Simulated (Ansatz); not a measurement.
Pd: energy against volume

Pd (fcc, Fm-3m, 15.323 Å³/atom and stress up to 0.01 GPa in the relaxed cell, cube axes along x, y and z) under hydrostatic pressure, with the cell free. PBE in Ansatz, a plane-wave DFT program (PAW, default set), 420 eV, 20×20×20 Γ-centred mesh, Fermi-Dirac smearing 0.05 eV.

Here V stands for volume and E for E less E0.

| volume (Å³/atom) | E less E0 (meV/atom) | pressure (GPa) |
|---|---|---|
| 15.5147 | 1.41 | -2.01 |
| 15.4175 | 0.40 | -1.01 |
| 15.3229 | 0.00 | 0.00 |
| 15.2426 | 0.14 | 0.90 |
| 15.1394 | 0.99 | 2.09 |
| 14.9434 | 4.81 | 4.51 |
| 14.6173 | 18.12 | 9.01 |
| 14.2430 | 45.58 | 15.00 |
| 13.8450 | ? | ? |

Question: Fit E against V with the third-order Birch-Murnaghan form, a cubic in V^(-2/3), and predict the withheld value at V = 13.8450.

Answer: With u = V^(-2/3) - 0.1641, the rows have u = -0.0033426, -0.0026676, -0.0020039, -0.0014351, -0.0006967, 0.0007290, 0.0031715, 0.0060893. Least squares gives E = 2.499 + 2651.2·u + 706774·u² + 3234869·u³. Residuals (row less fit): -0.003, 0.005, 0.002, 0.000, -0.004, 0.001, 0.001, 0.000; standard error 0.004 (degrees of freedom: 4). Its minimum lies at u = -0.0019004, so V0 = (0.1621996)^(-3/2) = 15.31. There d²E/du² = 1377000 and d³E/du³ = 1.941e7, so B0 = (4/9) × 15.31^(-7/3) × 1377000 × 0.160218 = 168 GPa (the last factor turns the table's units into GPa), and B0' = 4 + (2/3) × 0.1621996 × (1.941e7)/1377000 = 5.5. B0' rests on the cubic coefficient alone and has a standard error of 0.1 from these residuals. At the withheld row, u = 0.0093355, so E = 2.499 + 2651.2 × 0.0093355 + 706774 × 0.0093355² + 3234869 × 0.0093355³ = 91.478 meV/atom. The calculation gives 91.49 meV/atom, 0.012 meV/atom above the prediction (0.0 % of the range of E in the table). The row lies outside the fitted rows, so this is an extrapolation. The scatter of the fitted rows lies at the last printed digit.

In a metal these values are sensitive to mesh and smearing; energies are taken to zero smearing, stresses follow the free energy. The runs aren't spin-polarised. Other structures, which can take over under pressure, weren't tried. The same form fitted to the pressure column gives B0' = 5.5; series where the two differ by over 0.4 aren't shown. Rows are the converged runs of the series near zero and its far end, less any whose ions stayed unrelaxed beside relaxed ones; series whose fitted rows scatter by over a few per cent of the range, as at a crossing or softening among them, aren't shown in this form.
